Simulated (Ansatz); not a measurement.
# PbF₂ (within 0.1 Å of Fm-3m, No. 225, 6 atoms in the cell; start mp-685150; a measured phase of this formula has another space group)

All values below come from r²SCAN+SOC in Ansatz (plane waves, PAW).

Numerical settings: plane-wave cutoff 560 eV, 6×8×8 k mesh (along the axes of the cell as run), Fermi–Dirac smearing 0.01 eV, PAW data made under PBE.

Cell (relaxed with PBE-D3(BJ)):

Space group Fm-3m (No. 225); a = b = c = 5.963 Å, α = β = γ = 90.00°

| atom | site | symmetry | x | y | z |
|---|---|---|---|---|---|
| Pb | 4a | m-3m | 0.0000 | 0.0000 | 0.0000 |
| F | 8c | -43m | 0.2500 | 0.2500 | 0.2500 |
(The calculation used a cell of 6 atoms; values per cell refer to that cell.)

```
Property                                                  Value
-------------------------------------------  ------------------
band gap                                     4.53 eV (indirect)
smallest direct gap on the k points sampled             4.66 eV
```

Note: cell and atoms aren't relaxed at this level (pressure -1.7 GPa).

Computed values are for the static lattice.

A start named mp-… is a Materials Project structure, which need not be a measured phase.

Ansatz is a program for electronic structure.
